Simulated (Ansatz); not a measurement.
Consider the following.

End structure of the (100) surface of black phosphorus in its 1x1 cell, outermost plane spacing 1.66 Å in the ideal cut:

```xyz
28
Lattice="4.1687 0.0000 0.0000 0.0000 10.1964 0.0000 0.0000 0.0000 26.0000" Properties=species:S:1:pos:R:3 pbc="T T T"
P      0.1008     4.0236     8.1846
P      1.9836     9.1218     8.1846
P      2.1851     1.0746     8.1846
P      4.0679     6.1728     8.1846
P      0.2605     9.0862     9.5857
P      1.8238     3.9880     9.5857
P      2.3448     6.2084     9.5857
P      3.9082     1.1102     9.5857
P      0.3216     4.0085    11.3028
P      1.7628     9.1067    11.3028
P      2.4059     1.0897    11.3028
P      3.8471     6.1879    11.3028
P      0.3211     9.1224    13.0000
P      1.7633     4.0242    13.0000
P      2.4054     6.1722    13.0000
P      3.8476     1.0740    13.0000
P      0.3216     4.0085    14.6972
P      1.7628     9.1067    14.6972
P      2.4059     1.0897    14.6972
P      3.8471     6.1879    14.6972
P      0.2605     9.0862    16.4143
P      1.8238     3.9880    16.4143
P      2.3448     6.2084    16.4143
P      3.9082     1.1102    16.4143
P      0.1008     4.0236    17.8154
P      1.9836     9.1218    17.8154
P      2.1851     1.0746    17.8154
P      4.0679     6.1728    17.8154
```

Model: 28-atom slab, 10.0 Å thick at the start (thin: gaps and levels are the slab's own), 9x4x1 mesh, Fermi-Dirac 0.1 eV, dipole correction, all atoms relaxed; held to the start's symmetry, so lower structures may exist; no spin, no spin-orbit, no U.

Problem. Give the work function of the top face at the level PBE with D3(BJ) dispersion in Ansatz (an electronic-structure program).

Solution. 4.99 eV
